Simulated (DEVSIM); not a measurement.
Structure: abrupt Si p-n junction, at 350 K.

Layer 1 from the left is Si, thickness (μm) 81.0, Na (cm⁻³) 6.7e17, τn (s) 0.00051, τp (s) 0.00051. Layer 2 from the left is Si, thickness (μm) 2.70, Nd (cm⁻³) 7.7e16, τn (s) 0.00051, τp (s) 0.00051.

Left contact: ohmic. Right contact: ohmic. Voltage is applied to the left contact. Recombination: SRH at mid-gap, radiative, Auger. Gap narrowing is on: ΔEg = 6.92 meV × (l + √(l² + 0.5)), l = ln(N/1.3e17 cm⁻³), shared equally by both band edges. Mobility is μmin + (μ − μmin)/(1 + (N/Nref)^α).

This is a model device: material constants are rounded textbook-type values typed into the input, and sizes, dopings and lifetimes were drawn at random. Values at 300 K; Nc and Nv go as T^1.5, mobilities as T to minus their exponent, the gap by Varshni's rule with the affinity fixed.

Si: gap (eV) 1.124, affinity (eV) 4.05, permittivity 11.7, Nc (cm⁻³) 2.86e19, Nv (cm⁻³) 3.1e19, μn (cm²/Vs) 1417, μp (cm²/Vs) 470, μn,min 52, μp,min 45, Nref,n 9.7e16, Nref,p 2.2e17, αn 0.68, αp 0.72, T exponent of μn 2.3, T exponent of μp 2.2, B (cm³/s) 4.7e-15, Cn (cm⁶/s) 2.8e-31, Cp (cm⁶/s) 9.9e-32, Varshni α (eV/K) 0.000473, Varshni β (K) 636.

Simulated with DEVSIM: 1D drift-diffusion, Boltzmann statistics, complete ionisation; no tunnelling, impact ionisation, image-force lowering or self-heating.

What does the simulation give for the dark forward voltage at 100 A/cm², the dark forward voltage at 1 A/cm², the largest field in the device at zero bias?

dark forward voltage at 100 A/cm² 0.757 V; dark forward voltage at 1 A/cm² 0.560 V; largest field in the device at zero bias 130000 V/cm.
